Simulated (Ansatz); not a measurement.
System: CaC2 (C2/m, No. 12; cell taken from a computed entry). Method: PBEsol (plane waves, PAW; Ansatz, a first-principles code).

Numerical settings: plane-wave cutoff 500 eV, 12×12×6 k mesh (along the axes of the cell as run), gaussian smearing 0.02 eV, scalar-relativistic PAW data made under PBE.

Computed at the level's own relaxed cell.

Task: What does this level give for the volume per atom and band gap?

Result: 
- volume per atom: 15.64 Å³/atom
- band gap: 2.06 eV (on the SCF k mesh)

Note: the relaxation could not lower the start's symmetry, so the cell can be a saddle point above a distorted one.

The computed numbers hold no vibrational or temperature effects.
